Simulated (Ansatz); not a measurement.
The starting structures come from a database of crystals and need not be the phases stable at ambient conditions.

Tunnelling through a barrier is set by its complex band structure: the current falls as exp(−2κd) with the smallest κ.

```yaml
crystal:
  lattice:
    - [6.54862, 0.00000, 0.00000]
    - [-0.00546, 6.60517, 0.00000]
    - [0.00546, -3.29242, 3.30257]
  atoms:
    - { symbol: K, position: [0.24988, 0.75000, 0.50019] }
    - { symbol: K, position: [0.75012, 0.25000, 0.49981] }
    - { symbol: B, position: [0.25004, 0.25000, 0.50049] }
    - { symbol: B, position: [0.74996, 0.75000, 0.49951] }
    - { symbol: H, position: [0.85788, 0.75000, 0.28483] }
    - { symbol: H, position: [0.14212, 0.25000, 0.71517] }
    - { symbol: H, position: [0.64192, 0.96359, 0.71314] }
    - { symbol: H, position: [0.35808, 0.03641, 0.28686] }
    - { symbol: H, position: [0.35808, 0.46359, 0.71404] }
    - { symbol: H, position: [0.64192, 0.53641, 0.28596] }
    - { symbol: H, position: [0.85777, 0.75000, 0.71397] }
    - { symbol: H, position: [0.14223, 0.25000, 0.28603] }
```

Space group of this cell: P2_1/m. The cell is taken as given.

Transport runs along the normal of the first two printed cell vectors.

No gap correction and no spin-orbit coupling; mid-gap values are interpolated between computed energies.

### Question
Predict the band gap and the smallest decay constant κ at mid-gap from Ansatz (a first-principles code) with PBEsol.

### Answer
Gap 5.87 eV on a 6×10×10 mesh; κ = 0.439 1/Å, at the zone centre.
